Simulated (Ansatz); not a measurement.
System: AlB2-type MgB2. Method: PBE-D3(BJ) (plane waves, PAW; Ansatz, a quantum-chemistry and plane-wave program).

Run with plane-wave cutoff 520 eV, 24×24×18 k mesh (along the axes of the cell as run), Fermi–Dirac smearing 0.086 eV (set by the program), scalar-relativistic PAW data made under PBE.

Computed at the level's own relaxed cell.

```
CELL_PARAMETERS angstrom
      3.04708     0.00000     0.00000
     -1.52354     2.63884     0.00000
      0.00000     0.00000     3.47019
ATOMIC_POSITIONS crystal
  Mg 0.00000 0.00000 0.00000
  B  0.66667 0.33333 0.50000
  B  0.33333 0.66667 0.50000
```

Task: Give the elastic tensor (Voigt notation, GPa, ions relaxed, in the Cartesian axes of the cell as printed).

Result: 
```
  449.9    58.7    37.5     0.0     0.0     0.0
   58.7   449.9    37.5     0.0     0.0     0.0
   37.5    37.5   276.3     0.0     0.0     0.0
    0.0     0.0     0.0    81.4     0.0     0.0
    0.0     0.0     0.0     0.0    81.4     0.0
    0.0     0.0     0.0     0.0     0.0   195.6
```

Note: the dispersion coefficients are held fixed in the derivatives.
